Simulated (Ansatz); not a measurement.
# NaCl, pressure series

Start from NaCl in the rock salt structure (space group Fm-3m, No. 225; a = 5.696 Å).

Cell and atoms are relaxed at each pressure.

Level of theory: PBE (Ansatz, a program for electronic structure), scalar-relativistic without spin-orbit coupling.

Candidates:
(a) pressure 10 GPa
(b) pressure −2 GPa
(c) pressure 0.7 GPa

Base values:

- Band gap = 5.00 eV

### Question
Order them by band gap, highest first.

### Answer
(a) pressure 10 GPa (6.06 eV), (c) pressure 0.7 GPa (5.10 eV), (b) pressure −2 GPa (4.62 eV)

Load acts through the strain it causes; cell and atoms are relaxed under it. No phonon test of stability was made. No other phases were tried under pressure.
